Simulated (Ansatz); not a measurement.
# Nb2GaC: response to strain

Take Nb2GaC (space group P6_3/mmc, No. 194; a = 3.118 Å, c = 13.481 Å; a cell from a computed database, its experimental status unchecked) as the base. Axes: x lies along a and z along c of the hexagonal cell.

Strains are applied to the cell and any free atomic positions relax; under biaxial strain the out-of-plane vector relaxes too; under stress the whole cell relaxes.

The values are results of Ansatz (a program for electronic structure), PBEsol, PAW, cutoff 420 eV, no spin-orbit coupling, not measurements.

```csv
variant,space group,shortest interatomic distance
base,P6_3/mmc (No. 194),2.168 Å
"biaxial strain +0.25 %, plane normal [001], relaxed out of plane",P6_3/mmc (No. 194),2.170 Å
"uniaxial stress, 5 GPa tension along x",Cmcm (No. 63),2.162 Å
tensor shear ε_yz = −1.36 %,C2/m (No. 12),2.157 Å
```

Without a gap, meshes like the base's 17×17×4 leave anisotropic stresses uncertain by several tenths of a GPa, and small strain energies with them. Stability under load was not tested beyond the relaxation. The final runs are not spin-polarised.
